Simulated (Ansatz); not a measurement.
## Tb: element substitutions

Base system: Tb in the hcp (Mg type) structure (space group P6_3/mmc, No. 194; a = 3.6021 Å, c = 5.7815 Å; ferromagnetic).

Each row replaces one element on all its sites; cell and atoms are relaxed.

All numbers come from Ansatz (a first-principles code), PBE, PAW, cutoff 420 eV, no spin-orbit coupling, earlier PAW set.

```tsv
case	shortest interatomic distance	density
base	3.561 Å	8.12 g/cm³
Tb → Hf	3.138 Å	13.15 g/cm³
Tb → La	?	6.13 g/cm³
Tb → Mg	?	?
```

Problem. What belongs in the blanks?

Solution. 
- Tb → La, shortest interatomic distance: 3.754 Å
- Tb → Mg, shortest interatomic distance: 3.186 Å
- Tb → Mg, density: 1.76 g/cm³

Other magnetic orders, which the real material may have, were not ruled out. Open 4f shells without U are poorly described, and the f state was not checked. Stability against distortions was not tested. Spin-polarised in the final run: base; the other runs are not.
